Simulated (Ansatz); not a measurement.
## Several settings converged on a (100) slab of LuBr3 (cut from a parent of space group no. 194; 8 atoms in the cell)

```yaml
crystal:
  lattice:
    - [10.17123, 0.00000, 0.00000]
    - [0.00000, 3.64346, 0.00000]
    - [0.00000, 0.00000, 19.01078]
  atoms:
    - { symbol: Lu, position: [0.00000, 0.75000, 0.42278] }
    - { symbol: Lu, position: [0.50000, 0.25000, 0.57722] }
    - { symbol: Br, position: [0.82336, 0.25000, 0.36821] }
    - { symbol: Br, position: [0.67664, 0.75000, 0.63179] }
    - { symbol: Br, position: [0.32336, 0.75000, 0.63179] }
    - { symbol: Br, position: [0.17664, 0.25000, 0.36821] }
    - { symbol: Br, position: [0.00000, 0.25000, 0.53190] }
    - { symbol: Br, position: [0.50000, 0.75000, 0.46810] }
```

Base method: PBEsol, default PAW files made with PBE (plane waves; Ansatz, a program for electronic structure).

Base settings: basis.ecutwfc = 420 eV; kpoints.mp_grid.grid = 1 4 1; hamiltonian.xc = pbesol; hamiltonian.pseudopotentials = {kind: paw} (the program's default PAW files); scf.occupations.method = fermi_dirac; scf.occupations.width = 0.05 eV.

The count of work is k-points × plane waves × bands × iterations; it is no time. Core times come from one kind of shared machine, to one figure; runs under 30 s give none.

**The vacuum**

The mesh stays at the base's, so the ladder's end is converged at best in this setting alone.

Only quantities that move along the ladder and can be compared are tabulated; the gap is left out on so coarse a mesh.

| vacuum between outermost atoms (Å) | free energy less the last step's (meV/atom) | largest difference of a force vector from the last step's (eV/Å) | count of work / last |
|---|---|---|---|
| 3.0 | 2.31 | 0.041 | 0.29 |
| 4.0 | -0.36 | 0.009 | 0.33 |
| 5.0 | -0.11 | 0.003 | 0.37 |
| 6.0 | -0.01 | 0.002 | 0.40 |
| 7.0 | 0.01 | 0.001 | 0.44 |
| 8.0 | -0.01 | 0.000 | 0.43 |
| 10.0 | 0.00 | 0.000 | 0.49 |
| 12.0 | 0.00 | 0.000 | 0.56 |
| 14.0 | 0.00 | 0.000 | 0.62 |
| 17.0 | 0.00 | 0.000 | 0.72 |
| 20.0 | 0.00 | 0.000 | 0.82 |
| 25.0 | 0.00 | 0.000 | 0.86 |
| 30.0 | 0.00 | 0.000 | 1.0 |

Smallest vacuum between outermost atoms (Å) that holds the free energy within 0.5 meV/atom of the last step, with all finer ones: 4.0, at 0.33 of the last step's count of work; the step before is off by 2.3 meV/atom.

Smallest vacuum between outermost atoms (Å) that holds the forces within 0.01 eV/Å of the last step, with all finer ones: 4.0, at 0.33 of the last step's count of work; the step before is off by 0.041 eV/Å.

**The k-point mesh**

Only quantities that move along the ladder and can be compared are tabulated.

| kpoints.mp_grid.grid | free energy less the last step's (meV/atom) | largest difference of a force vector from the last step's (eV/Å) | gap on the mesh (eV) | count of work / last | core time / last (rough) |
|---|---|---|---|---|---|
| 1 2 1 | 141.34 | 0.104 | 3.090 | 0.056 | – |
| 1 3 1 | 16.55 | 0.042 | 3.046 | 0.056 | – |
| 1 4 1 | 5.70 | 0.010 | 3.064 | 0.083 | – |
| 2 4 1 | 4.14 | 0.004 | 3.065 | 0.17 | – |
| 2 5 1 | 1.11 | 0.001 | 3.060 | 0.17 | – |
| 2 6 1 | 0.36 | 0.000 | 3.049 | 0.22 | – |
| 3 7 1 | 0.12 | 0.000 | 3.057 | 0.22 | – |
| 3 8 1 | 0.04 | 0.000 | 3.053 | 0.28 | – |
| 4 9 1 | 0.02 | 0.000 | 3.050 | 0.42 | 0.4 |
| 4 11 1 | 0.00 | 0.000 | 3.052 | 0.50 | 0.5 |
| 5 12 1 | 0.00 | 0.000 | 3.050 | 0.58 | 0.6 |
| 6 14 1 | 0.00 | 0.000 | 3.051 | 0.89 | 0.8 |
| 6 17 1 | 0.00 | 0.000 | 3.050 | 1.0 | 1 |

Coarsest kpoints.mp_grid.grid that holds the forces within 0.005 eV/Å of the last step, with all finer ones: 2 4 1, at 0.17 of the last step's count of work; the step before is off by 0.010 eV/Å.

Coarsest kpoints.mp_grid.grid that holds the free energy within 1 meV/atom of the last step, with all finer ones: 2 6 1, at 0.22 of the last step's count of work; the step before is off by 1.1 meV/atom.

The gap on the mesh jumps up and down from mesh to mesh; it is no smooth measure of convergence.

**The plane-wave cutoff**

The mesh stays at the base's, so the ladder's end is converged at best in this setting alone.

Only quantities that move along the ladder and can be compared are tabulated; the gap is left out on so coarse a mesh.

```csv
basis.ecutwfc,free energy less the last step's (meV/atom),largest difference of a force vector from the last step's (eV/Å),count of work / last
210 eV,1909.15,0.027,0.13
250 eV,349.73,0.023,0.16
295 eV,38.15,0.024,0.18
355 eV,3.20,0.004,0.24
420 eV,1.23,0.001,0.35
505 eV,0.25,0.000,0.41
630 eV,0.06,0.000,0.65
840 eV,0.00,0.000,1.0
```

Coarsest basis.ecutwfc that holds the free energy within 1 meV/atom of the last step, with all finer ones: 505 eV, at 0.41 of the last step's count of work; the step before is off by 1.2 meV/atom.

Coarsest basis.ecutwfc that holds the forces within 0.005 eV/Å of the last step, with all finer ones: 355 eV, at 0.24 of the last step's count of work; the step before is off by 0.024 eV/Å.

On the base run: the starting cell comes from a database of computed structures (which also holds hypothetical and non-ambient phases and stackings), without a prior relaxation at this level. The slab is cut from that crystal, and its faces are unrelaxed. Its lattice was rescaled by up to half a per cent. Spin-orbit coupling is off. Spin polarisation is off, though cut faces can carry moments; a gap of a slab can lie between surface states.

Keys are those of Ansatz 0.2.
